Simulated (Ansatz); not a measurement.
The parent structure is ZnS in the zinc blende structure (space group F-43m, No. 216; a = 5.390 Å). Axes: x, y, z lie along the cube axes.

Computed with r2SCAN (Ansatz, a quantum-chemistry and plane-wave program, PAW, without spin-orbit coupling), earlier PAW set.

Before the change:

```
Item                             Value
-----------------------------  -------
Shortest interatomic distance  2.334 Å
```

It is then changed as follows: a free-standing slab of 6 layers (12 atoms, 2 a layer) is cut normal to [110], with 15 Å of vacuum and the in-plane cell held at bulk.

Q: How does this affect the excess energy per area of both faces and shortest interatomic distance?

A: The excess energy per area of both faces (slab less bulk energy over the cell's area: twice a surface energy) is 1.10 J/m²; the shortest interatomic distance falls by 0.082 Å to 2.252 Å.

Slab and bulk use different k-meshes, which limits the precision of the excess energy. Whether these cells are dynamically stable was not tested.
